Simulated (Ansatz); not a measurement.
Consider a periodic stack without vacuum, fluorite-type CoSi2 (0 0 1) on wurtzite GaN (1 1 0) (film strained to the substrate, faces as cut): substrate slab Ga18N18, film Co8Si16, surface cells [[0, 1], [-1, 0]] and [[0, -1], [2, 1]], film strained by -2.2 and +4.0 %, faces GaN/GaN and Si/Co as cut (like faces can put a slab off its formula). Its start:

```xyz
60
Lattice="5.5746 0.0000 -0.0510 0.0000 5.2431 0.0339 0.6798 -1.1330 25.7499" Properties=species:S:1:pos:R:3 pbc="T T T"
Ga     2.1061     2.7516     0.6779
Ga     0.2174     0.1553     0.6661
N      2.0116     4.6865     1.0061
N      0.2737     2.1085     0.8782
Ga     4.9097     2.7981     2.3698
Ga     3.0622     0.1774     2.3900
N      4.9128     4.7730     2.3731
N      3.0571     2.1460     2.3836
Ga     2.1401     2.7933     4.0004
Ga     0.2980     0.1680     3.9946
N      2.1503     4.7609     4.0451
N      0.2880     2.1381     4.0241
Ga     4.9493     2.7790     5.5853
Ga     3.1010     0.1590     5.5920
N      4.9528     4.7473     5.5913
N      3.0964     2.1262     5.5919
Ga     2.1836     2.7628     7.2059
Ga     0.3253     0.1405     7.2044
N      2.1799     4.7315     7.2343
N      0.3278     2.1102     7.2288
Ga     4.9866     2.7497     8.7850
Ga     3.1283     0.1289     8.7867
N      4.9817     4.7182     8.8098
N      3.1335     2.0966     8.8099
Ga     2.2205     2.7386    10.4171
Ga     0.3511     0.1172    10.4162
N      2.2020     4.7050    10.4421
N      0.3724     2.0839    10.4402
Ga     5.0907     2.7139    12.0528
Ga     3.0985     0.0824    12.0518
N      4.9631     4.6803    12.0056
N      3.2209     2.0515    11.9963
Ga     2.6066     2.6744    13.7400
Ga     5.6681     0.0939    13.6820
N      1.9786    -0.6492    13.6099
N      6.2394     1.9701    13.6246
Co     5.4335     0.9304    19.5986
Co     2.7036     3.5465    19.6159
Co     2.5027     0.9372    16.8305
Co     5.4607     3.5846    16.9466
Co     5.5648     0.8528    24.9035
Co     2.7146     3.4872    24.8375
Co     2.7221     0.8951    22.2459
Co     5.5103     3.5154    22.2257
Si     1.2634     2.2433    18.3453
Si     4.0609    -0.3581    18.3089
Si     4.0306     2.2457    18.3144
Si     1.2746    -0.3673    18.3108
Si     4.0665     2.1903    15.7729
Si     1.8350    -0.7141    15.4222
Si     0.9018     2.1831    15.5687
Si     4.1956    -0.2935    15.7203
Si     1.3274     2.1810    23.6287
Si     4.1427    -0.4243    23.6711
Si     4.1555     2.1819    23.6609
Si     1.3390    -0.4275    23.5876
Si     4.0828     2.2306    20.9909
Si     1.3062    -0.3973    20.9523
Si     1.3045     2.2213    20.9769
Si     4.0951    -0.4032    20.9740
```

The start was prepared with a machine-learned potential, and the result is one local minimum, with the in-plane cell held and forces under 0.04 eV/Å; the film can end far from its bulk form.

Method: PBE (plane waves to 420 eV, PAW; Ansatz, a quantum-chemistry and plane-wave program). Spin–orbit coupling is left out; the runs are not spin-polarised; PBE gaps are too small against experiment. Its k-point mesh 5×5×1, Fermi–Dirac width 0.05 eV.

**Question.** Predict the relaxed interface.

**Answer.** The interface area is 29.2 Å². The period is 25.69 Å. The gaps between the outermost planes at the two interfaces comes out as 1.85 and 1.67 Å. The Ga–Si contacts across the interfaces within 1.22 times the sum of covalent radii is 6, mean 2.68 Å. The Co–Ga contacts across the interfaces within 1.22 times the sum of covalent radii comes out as 3, mean 2.59 Å and the Co–N contacts across the interfaces within 1.22 times the sum of covalent radii comes out as 2, mean 1.91 Å. The N–Si contacts across the interfaces within 1.22 times the sum of covalent radii is 2, mean 1.85 Å.
